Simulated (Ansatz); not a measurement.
## Sn2Pt: response to strain

Take Sn$_{2}$Pt (space group Fm-3m, No. 225; a = 6.455 Å; relaxed with 0.1 eV smearing) as the base. Axes: x, y, z lie along the cube axes.

Strains are applied to the cell and any free atomic positions relax; under biaxial strain the out-of-plane vector relaxes too; under stress the whole cell relaxes.

Method: Ansatz (a first-principles code) PBEsol, no spin-orbit coupling.

Notes on the quantities. energy relative to the base: free energy F.

```tsv
change	energy relative to the base	shortest interatomic distance	space group
base	0 meV/atom	2.795 Å	Fm-3m (No. 225)
biaxial strain −1.48 %, plane normal [110], relaxed out of plane	+3.7 meV/atom	2.767 Å	Immm (No. 71)
biaxial strain −0.66 %, plane normal [111], relaxed out of plane	+0.7 meV/atom	2.785 Å	R-3m (No. 166)
uniaxial stress, 1 GPa compression along z	+0.8 meV/atom	2.793 Å	I4/mmm (No. 139)
uniaxial stress, 1 GPa tension along z	+0.8 meV/atom	(withheld)	I4/mmm (No. 139)
uniaxial stress, 0.5 GPa compression along x	+0.2 meV/atom	2.794 Å	I4/mmm (No. 139)
```

What belongs in the blanks?


- uniaxial stress, 1 GPa tension along z, shortest interatomic distance: 2.798 Å

Beyond what the load breaks, stability against distortions was not tested. The final runs are not spin-polarised.
